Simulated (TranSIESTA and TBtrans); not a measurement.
Run with TranSIESTA and TBtrans (open boundaries, self-consistent; PseudoDojo norm-conserving potentials, scalar-relativistic): PAO.BasisSize DZP, PAO.EnergyShift 0.15 eV, XC.Authors PBE, Mesh.Cutoff 200 Ry, ElectronicTemperature 300 K, TS.Voltage 0.0 eV, TBT.Elecs.Eta 0.001 eV, no spin polarisation.

Junction: In chain with one bond stretched by 1.5 Å. Leads: straight In chain, spacing 2.9 Å. Geometry: as built, not relaxed.

Task: Predict: conductance at 300 K (G0 = 2e²/h); thermopower (μV/K); mean T from −0.5 to 0.5 eV.

Result: conductance at 300 K (G0 = 2e²/h): 0.99; thermopower (μV/K): -4.3; mean T from −0.5 to 0.5 eV: 0.67. The straight chain is held at its spacing; free chains may zigzag or dimerise. No spin-polarised start was tried, so a magnetic state, if there is one, is missed.
